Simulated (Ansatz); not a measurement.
CuI, pressure series

Base system: CuI in the zinc blende structure (space group F-43m, No. 216; a = 6.023 Å).

Cell and atoms are relaxed at each pressure.

Level of theory: DFT with r2SCAN, PAW potentials and a 500 eV plane-wave cutoff in Ansatz (a quantum-chemistry and plane-wave program), spin-orbit coupling left out.

Candidates:
(a) pressure 9 GPa
(b) pressure 0.9 GPa
(c) pressure 4.5 GPa

Base values:

The band gap is 1.67 eV.

Question: Order them by band gap, highest first.

Answer: (a) pressure 9 GPa (2.14 eV), (c) pressure 4.5 GPa (1.93 eV), (b) pressure 0.9 GPa (1.73 eV)

With I present, leaving out spin-orbit coupling can change the band edges. Load acts through the strain it causes; cell and atoms are relaxed under it. Stability against distortions was not tested. Tetrahedral semiconductors of this kind turn to denser phases somewhere between about 1 and 50 GPa; those were not computed, so compressed cells here can lie past the real transition. The final runs are not spin-polarised.
